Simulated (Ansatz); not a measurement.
## MoS2: response to strain

The parent structure is MoS$_{2}$ (space group P6_3/mmc, No. 194; a = 3.149 Å, c = 12.089 Å; layered, stacked along the Cartesian z axis). Axes: x lies along a and z along c of the hexagonal cell.

Strains are applied to the cell and any free atomic positions relax.

Computed with PBE-D3(BJ), PAW, 420 eV (Ansatz, an electronic-structure program; no spin-orbit coupling).

```tsv
change	hole mass	smallest direct gap	band gap
base	1.0 mₑ along c, 0.61 mₑ across (at Γ)	1.70 eV	0.77 eV
uniaxial strain ε_zz = −3.00 %	1.3 mₑ along z, 0.47 mₑ across (at Γ)	1.67 eV	0.59 eV
uniaxial strain ε_zz = −2.40 %	1.2 mₑ along z, 0.50 mₑ across (at Γ)	1.67 eV	0.63 eV
uniaxial strain ε_zz = −1.80 %	1.2 mₑ along z, 0.52 mₑ across (at Γ)	…	0.67 eV
uniaxial strain ε_zz = −1.20 %	1.1 mₑ along z, 0.55 mₑ across (at Γ)	1.69 eV	…
uniaxial strain ε_zz = −0.60 %	1.1 mₑ along z, 0.58 mₑ across (at Γ)	1.69 eV	0.74 eV
```

**Question.** Some entries are withheld; estimate them.

**Answer.** 
- uniaxial strain ε_zz = −1.80 %, smallest direct gap: 1.68 eV
- uniaxial strain ε_zz = −1.20 %, band gap: 0.70 eV

Masses are band curvatures over ±0.01 Å⁻¹ around the edge. No phonon test of stability was made.
